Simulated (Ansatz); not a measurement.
GaAs under load (space group P6_3mc), r2SCAN with spin-orbit coupling, rigid bands (Ansatz, a quantum-chemistry and plane-wave program). Condition of this run: uniaxial stress along c of 2.4 GPa (compression positive) (the target of the relaxation). Band gap 0.83 eV, N_c = 2.78e18 cm⁻³ and N_v = 9.64e18 cm⁻³ at 300 K, conductivity masses along x (a = (4.00, 0.00, 0.00) Å; b = (-2.00, 3.46, 0.00) Å; c = (0.00, 0.00, 6.47) Å) of 0.107 mₑ (electrons) and 0.505 mₑ (holes). Take k_BT = 0.02585 eV.

Task: What thermal injection velocity √(2k_BT/πm) limits a ballistic channel along the direction named?

Result: 1.64e7 cm/s for electrons and 7.57e6 cm/s for holes, a ratio of √(m_h/m_e) = 2.17, for dilute carriers.

Task: Find the intrinsic carrier density and the intrinsic Fermi level.

Result: n_i = √(N_c N_v) exp(−E_g/2k_BT) = 5.18e18 × exp(−16.05) = 5.5e11 cm⁻³. The level lies (k_BT/2) ln(N_v/N_c) = 16 meV from mid-gap (positive towards the conduction band). Each 0.1 eV added to the gap lowers n_i by a factor of 6.9.

Rigid bands with the computed gap; masses take one relaxation time for all states. Geometry: cell and atoms relaxed with PBEsol.
